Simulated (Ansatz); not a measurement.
MgSe (Fm-3m): band-edge transport data

Input:

```
MgSe
1.0
    0.00000     2.73608     2.73608
    2.73608     0.00000     2.73608
    2.73608     2.73608     0.00000
Mg Se
1 1
Cartesian
  0.00000   0.00000   0.00000
  2.73608   2.73608   2.73608
```

These are r2SCAN with spin-orbit coupling, rigid bands (plane waves, PAW; Ansatz, a program for electronic structure) values and carry that method's errors. Cell: cell and atoms relaxed with r2SCAN.

```yaml
band_gap: 2.34 eV
electron conductivity mass (300 K, dilute): 0.31 mₑ
hole conductivity mass (300 K, dilute): 0.97 mₑ
effective density of states N_c (300 K): 1.3e19 cm⁻³
effective density of states N_v (300 K): 5.2e19 cm⁻³
density_of_states_mass_electrons: 0.66 mₑ
density_of_states_mass_holes: 1.64 mₑ
Seebeck coefficient, n-type 1e19 cm⁻³, 300 K: -246 μV/K
best n-type power factor at 300 K for τ = 10 fs (best axis; densities from 1e16 to 1e21 cm⁻³ tried, whether or not they can be reached): 7.1 μW/(cm·K²) at 3e19 cm⁻³
Seebeck coefficient, p-type 1e19 cm⁻³, 300 K: 362 μV/K
```

Rigid bands; masses and Seebeck coefficients take one relaxation time τ for all states and one kind of carrier; polarons and phonon drag are left out.
